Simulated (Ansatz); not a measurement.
The parent structure is BaTiO$_{3}$ (space group P4mm, No. 99; a = 3.955 Å, c = 4.044 Å). Axes: x, y, z lie along a, b, c of the conventional cell.

Modification: strain tensor (xx, yy, zz, yz, xz, xy) = (+0.23, −0.63, +1.02, +1.33, +0.32, −1.00) %, atoms relaxed at fixed cell.

Levels (all Ansatz, a first-principles code, PAW): PBEsol (420 eV, no spin-orbit coupling); PBEsol+SOC (420 eV, spin-orbit coupling included).

The geometry is relaxed with PBEsol.

| Quantity | Value |
|---|---|
| PBEsol smallest direct gap | 2.43 eV |
| PBEsol pressure | 2.6 kbar |
| PBEsol band gap | 2.01 eV |

Q: How does going to PBEsol+SOC change the smallest direct gap, pressure and band gap?

A: The smallest direct gap decreases by 0.02 eV, from 2.43 eV to 2.41 eV; the pressure stays 2.6 kbar; the band gap is still 2.01 eV.

Single points use the geometry relaxed with PBEsol. The spin-orbit shifts are approximate. Stability against distortions was not tested. The runs without spin-orbit coupling are not spin-polarised.
